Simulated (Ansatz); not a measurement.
An ideal cubic perovskite cell is held by its symmetry; such compounds can tilt or shift off centre at room temperature. The starting structures come from a database of crystals and need not be the phases stable at ambient conditions.

 Where the default PAW files enter, the runs use the earlier of Ansatz's two default sets.

Data:

```xyz
5
Lattice="5.8390 0.0000 0.0000 0.0000 8.2576 0.0000 0.0000 4.1288 4.1288" Properties=species:S:1:pos:R:3 pbc="T T T"
Cs     0.0000     0.0000     0.0000
Sn     2.9195     4.1288     0.0000
Br     2.9195     6.1932     2.0644
Br     2.9195     2.0644     2.0644
Br     0.0000     4.1288     0.0000
```

Space group of this cell: Pm-3m, cubic perovskite. The cell is taken as given; by PBEsol its mean pressure is -0.8 GPa.

Method: PBEsol (plane waves, PAW; Ansatz, a program for electronic structure).

The current runs along the normal of the first two printed vectors; no spin-orbit coupling. Scaled by the factor s: the length along the current (ions clamped). The meshes follow the cell: 6×8×8 and 6×4 across at s = 0.97, 8×8×8 and 6×4 across at s = 1.00, 6×8×8 and 6×4 across at s = 1.03.

```csv
s,mean pressure (GPa),band gap (eV)
0.97,-0.2,0.19
1.00,-0.8,0.43
1.03,-1.3,?
```

Problem. Take the slope of the band gap against ln s from the two given rows, extrapolate to s = 1.03, and say what the run there gives.

Solution. Slope = (0.19 − 0.43) / ln 0.97 = 7.88 eV. The line gives 0.43 + (7.88) × ln 1.03 = 0.66 eV. The run gives 0.51 eV, 0.15 eV under the line, 66 % of the predicted step.
